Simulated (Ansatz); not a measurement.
**What pressure 100 GPa does to Zr**

The parent structure is Zr in the hcp (Mg type) structure (space group P6_3/mmc, No. 194; a = 3.246 Å, c = 5.151 Å).

Perturbation: cell and atoms relaxed at a pressure of 100 GPa.

Level of theory: r2SCAN (Ansatz, a program for electronic structure, PAW, scalar-relativistic without spin-orbit coupling). Settings: 16×16×9 k-points, 0.05 eV Fermi–Dirac smearing.

- Volume per atom = 14.12 Å³ (base 23.50 Å³)
- Density = 10.73 g/cm³ (base 6.45 g/cm³)
- Lattice parameter a = 4.962 bohr (base 6.134 bohr)
- c/a ratio = 1.802 (base 1.587)
- Shortest interatomic distance = 4.962 bohr (base 6.019 bohr)
- Enthalpy H = E + PV relative to the base's energy = +10.88 eV/atom
- Band gap = zero (base zero)

Final structure:

```yaml
crystal:
  lattice:
    - [2.62581, 0.00000, 0.00000]
    - [-1.31291, 2.27402, 0.00000]
    - [0.00000, 0.00000, 4.73051]
  atoms:
    - { symbol: Zr, position: [0.33333, 0.66667, 0.75000] }
    - { symbol: Zr, position: [0.66667, 0.33333, 0.25000] }
```

Load acts through the strain it causes; cell and atoms are relaxed under it. No phonon test of stability was made. All final runs are without spin polarisation. Measured, Zr leaves this structure (for the ω phase) near 3 GPa (temperature not stated; as listed in C. Cazorla, D. Alfè, M. J. Gillan, Physical Review B (2008)).
